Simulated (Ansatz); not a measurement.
## Short convergence ladders for LuTl₃ (Pm-3m, 4 atoms in the cell)

```yaml
crystal:
  lattice:
    - [4.70204, 0.00000, 0.00000]
    - [0.00000, 4.70204, 0.00000]
    - [0.00000, 0.00000, 4.70204]
  atoms:
    - { symbol: Lu, position: [0.00000, 0.00000, 0.00000] }
    - { symbol: Tl, position: [0.00000, 0.50000, 0.50000] }
    - { symbol: Tl, position: [0.50000, 0.00000, 0.50000] }
    - { symbol: Tl, position: [0.50000, 0.50000, 0.00000] }
```

Base method: LDA (PW92), default PAW files made with PBE (plane waves; Ansatz, an electronic-structure program).

Base settings: basis.ecutwfc = 420 eV; kpoints.mp_grid.grid = 7 7 7; hamiltonian.xc = lda; hamiltonian.pseudopotentials = {kind: paw} (the program's default PAW files); scf.occupations.method = fermi_dirac; scf.occupations.width = 0.1 eV.

Core times come from one kind of shared machine, to one figure; runs under 30 s give none.

**Zone-centre phonons against the cutoff**

In this ladder: phonons.method = dfpt.

The mesh stays at the base's, so the ladder's end is converged at best in this setting alone.

Frequencies are those of the unrelaxed cell, without the LO-TO term of polar crystals.

Only quantities that move along the ladder and can be compared are tabulated.

```tsv
basis.ecutwfc	highest zone-centre frequency (cm⁻¹)	lowest optical frequency (cm⁻¹)	core time / last (rough)
210 eV	121.7	71.6	0.2
250 eV	88.6	46.6	0.3
295 eV	89.9	46.1	0.4
420 eV	91.7	48.1	0.6
630 eV	91.7	48.1	1
```

Coarsest basis.ecutwfc that holds the lowest optical frequency within 1 cm⁻¹ of the last step, with all finer ones: 420 eV; the step before is off by 2.0 cm⁻¹.

Coarsest basis.ecutwfc that holds the highest zone-centre frequency within 5 cm⁻¹ of the last step, with all finer ones: 250 eV, at about 0.3 of the last step's time; the step before is off by 30 cm⁻¹.

**Zone-centre phonons against the mesh**

In this ladder: phonons.method = dfpt.

Frequencies are those of the unrelaxed cell, without the LO-TO term of polar crystals.

Only quantities that move along the ladder and can be compared are tabulated.

| kpoints.mp_grid.grid | highest zone-centre frequency (cm⁻¹) | lowest optical frequency (cm⁻¹) | core time / last (rough) |
|---|---|---|---|
| 2 2 2 | 95.7 | 48.9 | – |
| 3 3 3 | 95.2 | 52.1 | – |
| 4 4 4 | 90.8 | 53.5 | 0.03 |
| 6 6 6 | 93.1 | 51.5 | 0.08 |
| 8 8 8 | 91.5 | 50.9 | 0.2 |
| 13 13 13 | 92.1 | 49.8 | 1 |

Coarsest kpoints.mp_grid.grid that holds the lowest optical frequency within 2 cm⁻¹: not settled: the last two steps still differ by 1.1 cm⁻¹, over half the tolerance, so the ladder does not show it.

Coarsest kpoints.mp_grid.grid that holds the highest zone-centre frequency within 2 cm⁻¹ of the last step, with all finer ones: 4 4 4, at about 0.03 of the last step's time; the step before is off by 3.1 cm⁻¹.

**The force threshold of a relaxation**

On LuTl3 (P4mm, 4 atoms in the cell): one atom moved by 0.15 angstrom.

In this ladder: relax = atoms.

The mesh stays at the base's, so the ladder's end is converged at best in this setting alone.

Only quantities that move along the ladder and can be compared are tabulated.

| relax.f_tol | free energy less the last step's (meV/atom) | largest force left (eV/Å) | relaxation steps | core time / last (rough) |
|---|---|---|---|---|
| 0.2 eV/Å | 0.47 | 0.0782 | 2 | 0.4 |
| 0.05 eV/Å | 0.08 | 0.0384 | 3 | 0.5 |
| 0.02 eV/Å | 0.00 | 0.0014 | 4 | 0.7 |
| 0.001 eV/Å | 0.00 | 0.0000 | 6 | 1 |

Coarsest relax.f_tol that holds the largest force left within 0.01 eV/Å of the last step, with all finer ones: 0.02 eV/Å; the step before is off by 0.038 eV/Å.

Coarsest relax.f_tol that holds the free energy within 0.1 meV/atom of the last step, with all finer ones: 0.05 eV/Å; the step before is off by 0.47 meV/atom.

On the base run: the starting cell comes from a database of computed structures (which also holds hypothetical and non-ambient phases and stackings), without a prior relaxation at this level. Its lattice was rescaled by up to half a per cent. In the base run, with a pressure of about -4 GPa the cell is away from its equilibrium volume at this level.

Keys are those of Ansatz 0.2.
